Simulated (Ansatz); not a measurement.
# SmC₂ (I4/mmm, No. 139; cell taken from a computed entry)

Level of theory: PBEsol (plane waves, PAW; Ansatz, a program for electronic structure).

Numerical settings: plane-wave cutoff 500 eV, 14×14×14 k mesh, Fermi–Dirac smearing 0.05 eV, spin-polarised start, scalar-relativistic PAW data made under PBE.

Cell (relaxed at this level):

```
CELL_PARAMETERS angstrom
     -1.89012     1.89012     3.18133
      1.89012    -1.89012     3.18133
      1.89012     1.89012    -3.18133
ATOMIC_POSITIONS crystal
  Sm 0.00000 0.00000 0.00000
  C  0.60088 0.60088 0.00000
  C  0.39912 0.39912 0.00000
```

```json
{
 "band_gap": "zero (no gap)"
}
```

Note: the magnetic order was assumed, not searched for or taken from measurement; the relaxation could not lower the start's symmetry, so the cell can be a saddle point above a distorted one; the 4f shell is treated without U or exact exchange, so its levels and filling can be wrong.

Spin–orbit coupling is not included.
